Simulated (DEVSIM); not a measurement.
Device: illuminated CdTe p-on-n cell, one wavelength, at 300 K.

Layer 1 from the left is CdTe, thickness (μm) 0.220, Na (cm⁻³) 8.3e17, τn (s) 2.6e-11, τp (s) 1.7e-11, absorption coefficient (cm⁻¹) 69000. Layer 2 from the left is CdTe, thickness (μm) 1.20, Nd (cm⁻³) 5.1e16, τn (s) 1.3e-9, τp (s) 1.3e-9, absorption coefficient (cm⁻¹) 69000.

Left contact: ohmic, minority electron recombination velocity 1e6 cm/s. Right contact: ohmic, minority hole recombination velocity 6000 cm/s. Voltage is applied to the left contact. Recombination: SRH at mid-gap, radiative, Auger. Light enters at the left, 7.4e16 photons cm⁻² s⁻¹, one pass, no reflection. Mobility is constant in doping.

The device is made up for the run: typed textbook-type constants, with dimensions and the other settings drawn at random. Values at 300 K.

CdTe: gap (eV) 1.5, affinity (eV) 4.28, permittivity 10.2, Nc (cm⁻³) 8e17, Nv (cm⁻³) 1.8e19, μn (cm²/Vs) 1000, μp (cm²/Vs) 80, B (cm³/s) 1e-10, Cn (cm⁶/s) 1e-30, Cp (cm⁶/s) 1e-30.

DEVSIM, 1D drift-diffusion, Boltzmann statistics, complete ionisation; no tunnelling, impact ionisation, image-force lowering or self-heating.

Dark forward current:

| |V| (V) | |J| (A/cm²) |
|---|---|
| 0.05 | 8.488e-11 |
| 0.10 | 2.947e-10 |
| 0.15 | 8.507e-10 |
| 0.20 | 2.347e-9 |
| 0.25 | 6.384e-9 |
| 0.30 | 1.730e-8 |
| 0.35 | 4.686e-8 |
| 0.40 | 1.270e-7 |
| 0.45 | 3.449e-7 |
| 0.50 | 9.387e-7 |
| 0.55 | 2.561e-6 |
| 0.60 | 7.010e-6 |
| 0.65 | 1.926e-5 |
| 0.70 | 5.322e-5 |
| 0.75 | 0.0001482 |
| 0.80 | 0.0004187 |
| 0.85 | 0.001212 |
| 0.90 | 0.003685 |
| 0.95 | 0.01224 |
| 1.00 | 0.04691 |
| 1.05 | 0.2149 |
| 1.10 | 1.158 |
| 1.15 | 6.948 |
| 1.20 | 43.15 |
| 1.25 | 246.1 |
| 1.30 | 1112 |

Task: Work out the local ideality factor n = ΔV / (kT/q · ln(J2/J1)) between the rows 0.15 and 0.20 V, 1.15 and 1.20 V, 1.25 and 1.30 V.

Result: kT/q = 25.85 mV. From 0.15 to 0.20 V: ln(2.347e-9/8.507e-10) = 1.015, n = 1.91, near the 2 of recombination in the depletion region. From 1.15 to 1.20 V: ln(43.15/6.948) = 1.826, n = 1.06, near the 1 of diffusion or emission over a barrier. From 1.25 to 1.30 V: ln(1112/246.1) = 1.508, n = 1.28; the layers' resistance at their doping, Σ W/(qμN) = 1.7e-5 Ω cm², would take 15 mV of this step of 50 mV.

Task: What current could the absorbed light give at most, and what share is collected?

Result: Σ αd = 9.80, so qΦ(1 − exp(−Σ αd)) = 11.9 mA/cm². The simulated short-circuit current is 8.233 mA/cm², a share of 0.69.

Task: Estimate the open-circuit voltage by superposition: the voltage at which the dark current equals that short-circuit current.

Result: Interpolating ln J in the table gives 0.933 V. The simulation gives 0.933 V, the same within the digits that matter. Superposition holds where collection doesn't change with voltage.

Task: Estimate the fill factor from FF0 = (v − ln(v + 0.72))/(v + 1), v = qVoc/(nkT), with n from the dark curve.

Result: The rows about Voc, 0.90 and 0.95 V, give n = 1.61, so v = 22.4 and FF0 = 0.823. The simulation gives 0.795; the estimate lies 3.5 % above.
